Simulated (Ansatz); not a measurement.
An ideal cubic perovskite cell is held by its symmetry; such compounds can tilt or shift off centre at room temperature. The starting structures come from a database of crystals and need not be the phases stable at ambient conditions.

 Where the default PAW files enter, the runs use the earlier of Ansatz's two default sets.

The decay constant κ of evanescent states in the gap governs leakage through a thin film.

Data:

```yaml
crystal:
  lattice:
    - [4.14121, 0.00000, 0.00000]
    - [0.00000, 4.14121, 0.00000]
    - [0.00000, 0.00000, 4.14121]
  atoms:
    - { symbol: Sr, position: [0.50000, 0.50000, 0.50000] }
    - { symbol: Hf, position: [0.00000, 0.00000, 0.00000] }
    - { symbol: O, position: [0.00000, 0.50000, 0.00000] }
    - { symbol: O, position: [0.50000, 0.00000, 0.00000] }
    - { symbol: O, position: [0.00000, 0.00000, 0.50000] }
```

Space group of this cell: Pm-3m, cubic perovskite. The cell is taken as given; by PBEsol its mean pressure is -4.1 GPa.

Transport runs along the normal of the first two printed cell vectors, the (001) plane of the conventional cell.

The gap is the functional's own. No spin-orbit coupling. Mid-gap values are interpolated on the energy grid.

**Question.** Estimate the band gap and the smallest decay constant κ at mid-gap that Ansatz (a program for electronic structure) with PBEsol returns for this system.

**Answer.** Gap 3.68 eV on a 8×8×8 mesh; κ = 0.276 1/Å, at the zone centre.
